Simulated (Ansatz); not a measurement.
## Be interstitial (diamond host)

Method: PBE, PAW (plane waves to 420 eV; Ansatz, a first-principles code). A supercell of 64 sites (2×2×2 repeats of a cell of 8 atoms) was used; the energies come from a 2×2×2 shifted sampling of its zone. Site at the start: void with 4C nearest. Charged cells carry a point-charge image correction with potential alignment at far atoms. Dielectric constants: PBE linear response of the host. Host gap at this level: 4.13 eV. These values are not converged in cell size to better than tenths of an eV. PBE underestimates the host's gap, which shifts levels and can delocalise carriers. Spin–orbit coupling is left out. Each state is the lowest found from its start.

Formation energies E_f are given with the Fermi level at the valence-band maximum. Chemical conditions: impurity bounded by its compound with the host (Δμ(Be) = -0.42 eV, bounded by Be2C (Fm-3m); only phases computed here count, gases as isolated molecules at 0 K). Reference phases: Be: hcp Be.

The name describes the start; the neighbours show where the atoms ended.

Charges with a result: +2, +1, 0. Others weren't obtained, and one of them could lie lower, also by skipping a charge.

```tsv
charge	moment (μB)	point group	largest move off a lattice site (Å)	neighbours of the last Be atom of the defect at the end (Å)	image correction with alignment (eV)	E_f, impurity bounded by its compound with the host (eV)
+2	not spin-polarised	Td	0.08	C 1.63, C 1.63, C 1.63, C 1.63	2.13	6.65
+1	1.0	Cs	0.33	C 1.56, C 1.63, C 1.67, C 1.76, C 1.76, C 1.84, C 1.84, C 1.91 (the shell may go on)	0.65	8.89
0	not spin-polarised	Cs	0.45	C 1.50, C 1.55, C 1.67, C 1.83, C 1.83, C 1.89, C 1.89	0.00	11.15
```

Point groups are those of the whole cell at tolerances of 0.03 and 0.1 Å ("near" where only the looser one holds); none is given for unsettled states.

Transition levels above the valence-band maximum: ε(+2/+1) = 2.24 eV; ε(+1/0) = 2.26 eV. On the lower envelope of the bound states, inside the gap: (+2/+1) at 2.24 eV; (+1/0) at 2.26 eV.

Flagged in the runs: a strain field that reaches the edge of the cell.
